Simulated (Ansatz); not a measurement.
CdTe (model structure, within 0.1 Å of P6₂22, No. 180, 6 atoms in the cell), treated with r²SCAN+rVV10 (Ansatz, a quantum-chemistry and plane-wave program, plane waves, PAW).

Numerical settings: plane-wave cutoff 560 eV, 12×12×4 k mesh (along the axes of the cell as run), Fermi–Dirac smearing 0.01 eV, scalar-relativistic PAW data made under PBE.

Cell (relaxed at this level):

Space group P6₂22 (No. 180); a = b = 4.525 Å, c = 10.425 Å, α = β = 90.00°, γ = 120.00°

| atom | site | symmetry | x | y | z |
|---|---|---|---|---|---|
| Cd | 3d | 222 | 0.5000 | 0.0000 | 0.5000 |
| Te | 3c | 222 | 0.5000 | 0.0000 | 0.0000 |

Q: What does this level give for the band gap and smallest direct gap on the k points sampled?

A: 
band gap: 0.64 eV
smallest direct gap on the k points sampled: 0.79 eV

Spin–orbit coupling is not included; with these elements it can move the gap by several tenths of an eV or more.

Static lattice: no zero-point or thermal effects.

Computing time: about 4 core-minutes (a rough figure).

A model structure was made by putting elements into a prototype or built by hand; it is no filed structure, need not be a known phase, and can be a saddle point held by its symmetry.
